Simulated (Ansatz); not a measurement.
Results of LDA in Ansatz (plane waves, PAW) for Te3As2 (model structure, R-3m, No. 166, 5 atoms in the cell).

The run printed, among other lines:

```
Crystal: 5 atoms, lattice volume = 135.101 Å³
Basis set: ecut = 520 eV, 3641 PW (Γ), FFT grids on a1−a3, a2−a3, a3, exchange–correlation on 64×64×150 points (8 copies of the dense FFT grid, shifted against one another)
Bands: 47, of which v1, the nominal top of the filled ones, is band 39 counted from 1 (38 counted from 0)
Symmetry: 12 space group operations
Space group: R-3m (ITA 166), of the structure as read, at distance tolerance 5.1e-5 Å
k-points: 417 of 4096
Functional: x = slater, c = lda
SCF iter   1: F=—  HF=-30029.025822 eV  |F-HF|=—  |Δ(HF+E_count)|=         —  Δρ=4.86e-3  dr2=2.51e-2
SCF iter   2: F=—  HF=-30029.016221 eV  |F-HF|=—  |Δ(HF+E_count)|=   9.60e-3  Δρ=2.67e-3  dr2=6.72e-3
  ...
SCF iter   8: F=—  HF=-30029.013666 eV  |F-HF|=—  |Δ(HF+E_count)|=   1.13e-9  Δρ=1.18e-6  dr2=1.75e-9
SCF iter   9: F=-30029.013666 eV  HF=-30029.013666 eV  |F-HF|=1.67e-10  |Δ(HF+E_count)|=  4.51e-10  Δρ=3.41e-7  dr2=1.56e-10
SCF 1 converged in 9 iterations: F = -30029.013666 eV  dr2 = 1.56e-10
SCF converged after 9 iterations
Free energy (F): -30029.013666 eV
Internal energy: -30029.012861 eV  (E = F + TS)
E sigma→0 (E₀):  -30029.013263 eV
Fermi energy:    10.075052 eV
--- Forces (eV/Å), atoms counted from 1 ---
  atom   1  As     0.00000000    -0.00000000     0.03564126
  atom   2  As     0.00000000     0.00000000    -0.03564126
  atom   3  Te     0.00000000     0.00000000    -0.00000000
  atom   4  Te     0.00000000    -0.00000000     0.07178469
  atom   5  Te     0.00000000     0.00000000    -0.07178469
--- Stress (GPa, compression-positive) ---
       -1.155312       0.000000      -0.000000
        0.000000      -1.155312       0.000000
       -0.000000       0.000000      -1.293673
  P = ⅓ Tr σ = -1.2014 GPa (-12.014 kbar)
```

**Question.** Write an input file that could have produced this run (the log leaves some choices open).

**Answer.** One answer among several that fit: 
Ansatz 0.2 input:
```yaml
crystal:
  lattice:
    - [2.0219508086, 1.1673736678, 9.5395013314]
    - [-2.0219508086, 1.1673736678, 9.5395013314]
    - [0.0, -2.3347478631, 9.5395012669]
  atoms:
    - { symbol: As, position: [0.3967954674, 0.3967954674, 0.3967954674] }
    - { symbol: As, position: [0.6032045326, 0.6032045326, 0.6032045326] }
    - { symbol: Te, position: [0.0, 0.0, 0.0] }
    - { symbol: Te, position: [0.214215393, 0.214215393, 0.214215393] }
    - { symbol: Te, position: [0.785784607, 0.785784607, 0.785784607] }
basis:
  ecutwfc: 520
  ecutrho_ratio: 4
  xc_grid: 2
kpoints:
  mp_grid: { grid: [16, 16, 16] }
hamiltonian:
  xc: lda
  dispersion: none
  pseudopotentials: { kind: paw }
scf:
  occupations: { method: fermi_dirac, width: 0.05 }
  convergence: { dr2_threshold: 0.0000000005 }
output:
  forces: true
  stress: true
  eigenvalues: true
```

The PAW data were made under PBE.

Note: the relaxation could raise the start's symmetry but not lower it, so the cell can be a saddle point. Note: cell and atoms aren't relaxed at this level (largest force component 0.07 eV/Å, pressure -1.2 GPa).

A model structure was made by putting elements into a prototype or built by hand; it is no filed structure, need not be a known phase, and can be a saddle point held by its symmetry.

Ansatz is a quantum-chemistry and plane-wave program.
